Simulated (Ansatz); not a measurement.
## Response to strain in SnTe

Base system: SnTe in the rock salt structure (space group Fm-3m, No. 225).

```yaml
crystal:
  lattice:
    - [0.00000, 3.18510, 3.18510]
    - [3.18510, 0.00000, 3.18510]
    - [3.18510, 3.18510, 0.00000]
  atoms:
    - { symbol: Te, position: [0.00000, 0.00000, 0.00000] }
    - { symbol: Sn, position: [0.50000, 0.50000, 0.50000] }
```

Cartesian axes are those of the cell as printed.

Strains are applied to the cell and any free atomic positions relax; under biaxial strain the out-of-plane vector relaxes too.

Computed with r2SCAN (Ansatz, a first-principles code, PAW, no spin-orbit coupling).

Task: Only one of these has no band gap. Which?
A. tensor shear ε_yz = +1.80 %
B. uniaxial strain ε_zz = +2.79 %
C. biaxial strain −0.90 %, plane normal [001], relaxed out of plane

Result: A, tensor shear ε_yz = +1.80 %. Computed: biaxial strain −0.90 %, plane normal [001], relaxed out of plane: 0.07 eV; tensor shear ε_yz = +1.80 %: zero; uniaxial strain ε_zz = +2.79 %: 0.15 eV

The mesh was chosen for an insulator and is coarse for the gapless case. With Te present, leaving out spin-orbit coupling can change the band edges. Whether these cells are dynamically stable was not tested. All final runs are without spin polarisation. A zero or small gap of SnTe can be the functional's error rather than a property of the material.
